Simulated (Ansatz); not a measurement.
**Response to strain in ZnSe**

Consider ZnSe in the zinc blende structure (space group F-43m, No. 216; a = 5.666 Å). Axes: x, y, z lie along the cube axes.

Strains are applied to the cell and any free atomic positions relax; under biaxial strain the out-of-plane vector relaxes too.

Method: r2SCAN (Ansatz, a quantum-chemistry and plane-wave program), without spin-orbit coupling, earlier PAW set.

Notes on the quantities. pressure: mean of the normal stresses, compression positive.

| variant | space group | electron mass | volume per atom | pressure | band gap |
|---|---|---|---|---|---|
| base | F-43m (No. 216) | 0.12 mₑ (at Γ) | 22.74 Å³ | 0.00 GPa | 1.86 eV |
| biaxial strain −4.63 %, plane normal [001], relaxed out of plane | I-4m2 (No. 119) | 0.13 mₑ (at Γ) | 21.77 Å³ | 2.92 GPa | 1.86 eV |
| biaxial strain −1.58 %, plane normal [001], relaxed out of plane | I-4m2 (No. 119) | 0.13 mₑ (at Γ) | … | … | 1.87 eV |
| biaxial strain +0.85 %, plane normal [110], relaxed out of plane | Imm2 (No. 44) | – | 22.99 Å³ | -0.70 GPa | 1.76 eV |
| isotropic strain −0.49 % | F-43m (No. 216) | 0.13 mₑ (at Γ) | 22.41 Å³ | 0.99 GPa | 1.93 eV |
| isotropic strain +0.87 % | F-43m (No. 216) | 0.12 mₑ (at Γ) | 23.34 Å³ | -1.60 GPa | 1.75 eV |
| isotropic strain +3.34 % | F-43m (No. 216) | 0.11 mₑ (at Γ) | 25.09 Å³ | -5.18 GPa | 1.46 eV |
| uniaxial strain ε_yy = −1.76 % | I-4m2 (No. 119) | 0.13 mₑ (at Γ) | 22.34 Å³ | 1.19 GPa | 1.89 eV |
| uniaxial strain ε_zz = −4.05 % | I-4m2 (No. 119) | 0.13 mₑ (at Γ) | 21.82 Å³ | 2.91 GPa | 1.94 eV |
| tensor shear ε_yz = +2.84 % | Imm2 (No. 44) | – | 22.72 Å³ | 0.04 GPa | 1.65 eV |

**Question.** Some entries are withheld; estimate them.

**Answer.** 
- biaxial strain −1.58 %, plane normal [001], relaxed out of plane, volume per atom: 22.43 Å³
- biaxial strain −1.58 %, plane normal [001], relaxed out of plane, pressure: 0.90 GPa

A biaxial case was relaxed in a doubled cell and then solved in the primitive one. Effective masses come from finite differences of ±0.01 Å⁻¹. Whether these cells are dynamically stable was not tested.
